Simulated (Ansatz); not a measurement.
Ansatz (a program for electronic structure) run on a (001) slab of BaTiO3 (cut from a parent of space group no. 221; 15 atoms in the cell): self-consistent single point.

Level of theory: PBE, PAW files (plane waves; Ansatz).

The change in words: vacuum of 5 angstrom (first run: 12 Å). Reference geometry:
```yaml
crystal:
  lattice:
    - [4.06259, 0.00000, 0.00000]
    - [0.00000, 4.06259, 0.00000]
    - [0.00000, 0.00000, 22.01920]
  atoms:
    - { symbol: Ba, position: [0.50000, 0.50000, 0.27249] }
    - { symbol: Ba, position: [0.50000, 0.50000, 0.45450] }
    - { symbol: Ba, position: [0.50000, 0.50000, 0.63651] }
    - { symbol: Ti, position: [0.00000, 0.00000, 0.36349] }
    - { symbol: Ti, position: [0.00000, 0.00000, 0.54550] }
    - { symbol: Ti, position: [0.00000, 0.00000, 0.72751] }
    - { symbol: O, position: [0.50000, 0.00000, 0.36349] }
    - { symbol: O, position: [0.00000, 0.50000, 0.36349] }
    - { symbol: O, position: [0.00000, 0.00000, 0.27249] }
    - { symbol: O, position: [0.50000, 0.00000, 0.54550] }
    - { symbol: O, position: [0.00000, 0.50000, 0.54550] }
    - { symbol: O, position: [0.00000, 0.00000, 0.45450] }
    - { symbol: O, position: [0.50000, 0.00000, 0.72751] }
    - { symbol: O, position: [0.00000, 0.50000, 0.72751] }
    - { symbol: O, position: [0.00000, 0.00000, 0.63651] }
```

Reference input (self-consistent single point, DFT, PBE, plane waves, PAW files): kpoints.mp_grid.grid = 5 5 1; hamiltonian.xc = pbe; hamiltonian.pseudopotentials = {kind: paw} (the program's default PAW files); scf.occupations.method = fermi_dirac; scf.occupations.width = 0.1 eV. This run's input differs from it in these lines:

Ansatz 0.2 input:
```diff
@@ -4,19 +4,19 @@
     - [0.000000, 4.062585, 0.000000]
-    - [0.000000, 0.000000, 22.019200]
+    - [0.000000, 0.000000, 15.019220]
   atoms:
-    - { symbol: Ba, position_ang: [2.031293, 2.031293, 5.999990] }
-    - { symbol: Ba, position_ang: [2.031293, 2.031293, 10.007704] }
-    - { symbol: Ba, position_ang: [2.031293, 2.031293, 14.015397] }
-    - { symbol: Ti, position_ang: [0.000000, 0.000000, 8.003803] }
-    - { symbol: Ti, position_ang: [0.000000, 0.000000, 12.011496] }
-    - { symbol: Ti, position_ang: [0.000000, 0.000000, 16.019210] }
-    - { symbol: O, position_ang: [2.031293, 0.000000, 8.003803] }
-    - { symbol: O, position_ang: [0.000000, 2.031293, 8.003803] }
-    - { symbol: O, position_ang: [0.000000, 0.000000, 5.999990] }
-    - { symbol: O, position_ang: [2.031293, 0.000000, 12.011496] }
-    - { symbol: O, position_ang: [0.000000, 2.031293, 12.011496] }
-    - { symbol: O, position_ang: [0.000000, 0.000000, 10.007704] }
-    - { symbol: O, position_ang: [2.031293, 0.000000, 16.019210] }
-    - { symbol: O, position_ang: [0.000000, 2.031293, 16.019210] }
-    - { symbol: O, position_ang: [0.000000, 0.000000, 14.015397] }
+    - { symbol: Ba, position_ang: [2.031293, 2.031293, 2.499994] }
+    - { symbol: Ba, position_ang: [2.031293, 2.031293, 6.507708] }
+    - { symbol: Ba, position_ang: [2.031293, 2.031293, 10.515406] }
+    - { symbol: Ti, position_ang: [0.000000, 0.000000, 4.503814] }
+    - { symbol: Ti, position_ang: [0.000000, 0.000000, 8.511512] }
+    - { symbol: Ti, position_ang: [0.000000, 0.000000, 12.519226] }
+    - { symbol: O, position_ang: [2.031293, 0.000000, 4.503814] }
+    - { symbol: O, position_ang: [0.000000, 2.031293, 4.503814] }
+    - { symbol: O, position_ang: [0.000000, 0.000000, 2.499994] }
+    - { symbol: O, position_ang: [2.031293, 0.000000, 8.511512] }
+    - { symbol: O, position_ang: [0.000000, 2.031293, 8.511512] }
+    - { symbol: O, position_ang: [0.000000, 0.000000, 6.507708] }
+    - { symbol: O, position_ang: [2.031293, 0.000000, 12.519226] }
+    - { symbol: O, position_ang: [0.000000, 2.031293, 12.519226] }
+    - { symbol: O, position_ang: [0.000000, 0.000000, 10.515406] }
 kpoints:
```

The program printed (abridged):

```
SCF iter   1: F=—  HF=-30480.553983 eV  |F-HF|=—  |Δ(HF+E_count)|=         —  Δρ=6.54e-2  dr2=4.77e1  ethr=3.10e-3  ⟨swp⟩=9.0  Hψ=2048  notcnv=0
all-band conjugate gradients solve this SCF's bands
preconditioner: auto → LDOS
SCF iter   2: F=—  HF=-30478.715927 eV  |F-HF|=—  |Δ(HF+E_count)|=    1.84e0  Δρ=6.41e-2  dr2=1.52e1  ethr=3.10e-3  ⟨swp⟩=4.7  Hψ=1111  notcnv=0  defer=7
   [... lines left out ...]
SCF iter  13: F=—  HF=-30477.027828 eV  |F-HF|=—  |Δ(HF+E_count)|=   1.24e-5  Δρ=4.08e-5  dr2=3.14e-6  ethr=1.53e-8  ⟨swp⟩=2.0  Hψ=589  notcnv=0  defer=6
SCF iter  14: F=—  HF=-30477.027832 eV  |F-HF|=—  |Δ(HF+E_count)|=   3.28e-6  Δρ=1.75e-5  dr2=6.09e-7  ethr=2.62e-9  ⟨swp⟩=2.0  Hψ=638  notcnv=0  defer=6
SCF iter  15: F=—  HF=-30477.027832 eV  |F-HF|=—  |Δ(HF+E_count)|=   3.65e-7  Δρ=1.02e-5  dr2=1.87e-7  ethr=5.08e-10  ⟨swp⟩=2.0  Hψ=623  notcnv=0  defer=6
SCF iter  16: F=-30477.027832 eV  HF=-30477.027832 eV  |F-HF|=2.67e-8  |Δ(HF+E_count)|=   1.95e-7  Δρ=4.40e-6  dr2=3.95e-8  ethr=8.33e-11  ⟨swp⟩=12.2  Hψ=2001  notcnv=0
SCF 1 converged in 16 iterations: F = -30477.027832 eV  dr2 = 3.95e-8
Free energy (F): -30477.027832 eV
Internal energy: -30477.026897 eV  (E = F + TS)
E sigma→0 (E₀):  -30477.027365 eV
Entropy (-TS):   -0.000935 eV (-0.062 meV/atom)
Fermi energy:    7.938567 eV
--- Forces (eV/Å), atoms counted from 1 ---
  atom   1  Ba     0.00000000     0.00000000     0.33859189
  atom   2  Ba    -0.00000000     0.00000000    -0.10993974
  atom   3  Ba     0.00000000    -0.00000000     0.49980879
  atom   4  Ti    -0.00000000    -0.00000000    -1.73657685
  atom   5  Ti    -0.00000000    -0.00000000    -0.90118146
  atom   6  Ti    -0.00000000     0.00000000    -2.95750224
  atom   7  O      0.00000000     0.00000000     0.02800218
  atom   8  O      0.00000000    -0.00000000     0.02800218
   [... lines left out ...]
  atom  15  O      0.00000000     0.00000000     1.36988874
--- Stress (GPa, compression-positive) ---
       -6.856457       0.000000      -0.000000
        0.000000      -6.856457       0.000000
       -0.000000       0.000000      -4.018197
  P = ⅓ Tr σ = -5.9104 GPa (-59.104 kbar)
  The stress holds the Pulay correction. Without it, at fixed plane waves, as pw.x and ABINIT print it: P = -6.2101 GPa
```

The run converged in 16 iterations. Against the reference run the free energy falls by 5.9 meV/atom, the largest force goes from 2.654 to 2.958 eV/Å and the gap on the mesh goes from 1.195 to 1.439 eV.

The starting cell comes from a database of computed structures (which also holds hypothetical and non-ambient phases and stackings), without a prior relaxation at this level. The slab is cut from that crystal, and its faces are unrelaxed. Its lattice was rescaled in the plane by a random factor within 2.5 % of one. Spin polarisation is off, though cut faces can carry moments; a gap of a slab can lie between surface states. The two faces of this cut differ, and no dipole correction was used. Forces in this geometry exceed 1 eV/Å.
